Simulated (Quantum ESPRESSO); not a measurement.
Worked example: self-consistent single point of VCrB₂ (Amm2, 4 atoms in the cell) in Quantum ESPRESSO.

Method: LDA (PZ), GBRV 1.5 ultrasoft (LDA) pseudopotentials (plane waves; Quantum ESPRESSO 7.5).

The change in words: lattice scaled by 0.97; ecutwfc: 50 Ry → 30 Ry; ecutrho: 400 Ry → 240 Ry. Reference geometry:
```yaml
crystal:
  lattice:
    - [2.92809, 0.00000, 0.00000]
    - [0.00000, 1.48649, 3.94873]
    - [0.00000, -1.48649, 3.94873]
  atoms:
    - { symbol: V, position: [0.50000, 0.14781, 0.14781] }
    - { symbol: Cr, position: [0.00000, 0.85370, 0.85370] }
    - { symbol: B, position: [0.00000, 0.56275, 0.56275] }
    - { symbol: B, position: [0.50000, 0.43574, 0.43574] }
```

Reference input (self-consistent single point, DFT, LDA (PZ), plane waves, GBRV 1.5 ultrasoft (LDA) pseudopotentials): ecutwfc = 50 Ry; ecutrho = 400 Ry; occupations = smearing; smearing = fermi-dirac; degauss = 0.0073499 Ry; potentials = {V: v_lda_v1.4.uspp.F.UPF, Cr: cr_lda_v1.5.uspp.F.UPF, B: b_lda_v1.4.uspp.F.UPF}; K_POINTS = automatic 8 8 8 0 0 0; conv_thr = 1e-10 Ry; mixing_beta = 0.7. This run's input differs from it in these lines:

```diff
@@ -12,4 +12,4 @@
  ntyp = 3,
- ecutwfc = 50,
- ecutrho = 400,
+ ecutwfc = 30,
+ ecutrho = 240,
  occupations = 'smearing',
@@ -27,10 +27,10 @@
 CELL_PARAMETERS angstrom
-   2.92809000     0.00000000     0.00000000
-   0.00000000     1.48649000     3.94873000
-   0.00000000    -1.48649000     3.94873000
+   2.84024700     0.00000000     0.00000000
+   0.00000000     1.44189500     3.83026800
+   0.00000000    -1.44189500     3.83026800
 ATOMIC_POSITIONS angstrom
-V     1.46404500    0.00000000    1.16732356
-Cr    0.00000000    0.00000000    6.74206160
-B     0.00000000    0.00000000    4.44429561
-B     1.46404500    0.00000000    3.44123922
+V     1.42012350    0.00000000    1.13230383
+Cr    0.00000000    0.00000000    6.53979958
+B     0.00000000    0.00000000    4.31096663
+B     1.42012350    0.00000000    3.33800196
 K_POINTS automatic
```

The program printed (abridged):

```
     Self-consistent Calculation

     iteration #  1     ecut=    30.00 Ry     beta= 0.70

     negative rho (up, down):  2.694E-03 0.000E+00

     total energy              =    -332.04911450 Ry
     estimated scf accuracy    <       2.58211770 Ry

     iteration #  2     ecut=    30.00 Ry     beta= 0.70

     negative rho (up, down):  1.263E-03 0.000E+00

     total energy              =    -329.34218840 Ry
     estimated scf accuracy    <      27.19508713 Ry

     iteration #  3     ecut=    30.00 Ry     beta= 0.70

     negative rho (up, down):  7.763E-04 0.000E+00

     total energy              =    -332.45207053 Ry
     estimated scf accuracy    <      17.35378538 Ry

   [... 11 blocks of this kind left out ...]

     iteration # 15     ecut=    30.00 Ry     beta= 0.70

     negative rho (up, down):  1.432E-03 0.000E+00

     total energy              =    -333.53565551 Ry
     estimated scf accuracy    <          2.0E-10 Ry

     iteration # 16     ecut=    30.00 Ry     beta= 0.70

     negative rho (up, down):  1.432E-03 0.000E+00
     End of self-consistent calculation

     Number of k-points >= 100: set verbosity='high' to print the bands.

     the Fermi energy is    19.3929 ev

!    total energy              =    -333.53565551 Ry
     estimated scf accuracy    <          5.3E-11 Ry
     smearing contrib. (-TS)   =      -0.00468714 Ry
     internal energy E=F+TS    =    -333.53096838 Ry

     convergence has been achieved in  16 iterations

     negative rho (up, down):  1.432E-03 0.000E+00

     Forces acting on atoms (cartesian axes, Ry/au):

     atom    1 type  1   force =     0.00000000   -0.00000000    0.00507114
     atom    2 type  2   force =     0.00000000    0.00000000   -0.00761486
     atom    3 type  3   force =     0.00000000    0.00000000    0.00634028
     atom    4 type  3   force =     0.00000000    0.00000000   -0.00379657

     Total force =     0.011761     Total SCF correction =     0.000017

     negative rho (up, down):  1.432E-03 0.000E+00
          total   stress  (Ry/bohr**3)                   (kbar)     P=      119.26
   0.00083555   0.00000000   0.00000000          122.91        0.00        0.00
   0.00000000   0.00071449  -0.00000000            0.00      105.10       -0.00
   0.00000000   0.00000000   0.00088217            0.00        0.00      129.77

   JOB DONE.
```

The run converged in 16 iterations. Against the reference run the free energy goes up by 65.7 meV/atom, the pressure goes from -10.23 to 11.93 GPa and the largest force goes from 0.117 to 0.196 eV/Å.

The starting cell comes from a database of computed structures (which also holds hypothetical and non-ambient phases and stackings), without a prior relaxation at this level. For this run, on top of that: lattice scaled by 0.97. Spin polarisation is off.

Cost on one core of a shared machine: roughly 50 s.
